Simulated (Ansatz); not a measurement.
```
GaN
1.0
    3.08710     0.00000     0.00000
   -1.54355     2.75619     0.00000
    0.00000     0.00000     5.18543
Ga N
2 2
Direct
  0.33408   0.66816   0.00157
  0.66592   0.33184   0.50157
  0.33665   0.67330   0.37543
  0.66335   0.32670   0.87543
```

No spin polarisation.

Computed with Kohn–Sham DFT with the PBEsol functional, run in Ansatz (a program for electronic structure) with PAW and 420 eV plane waves, without spin-orbit coupling. Γ-centred 12×12×7 mesh, Fermi–Dirac width 0.05 eV.

Q: Predict the hole mass, stress and band gap.

A: The hole mass is 0.17 mₑ along x, 2.3 mₑ along y, 2.2 mₑ along z (at Γ), the stress (xx, yy, zz, yz, xz, xy; compression positive) is (11.04, 4.20, 2.98, 0.00, 0.00, 0.00) GPa and the band gap comes out as 1.90 eV.

The cells carry an imposed strain or load. Masses are band curvatures over ±0.01 Å⁻¹ around the edge. Whether these cells are dynamically stable was not tested. The cell was made from GaN in the wurtzite structure (space group P6_3mc, No. 186) by this change: uniaxial strain ε_xx = −3.00 %.
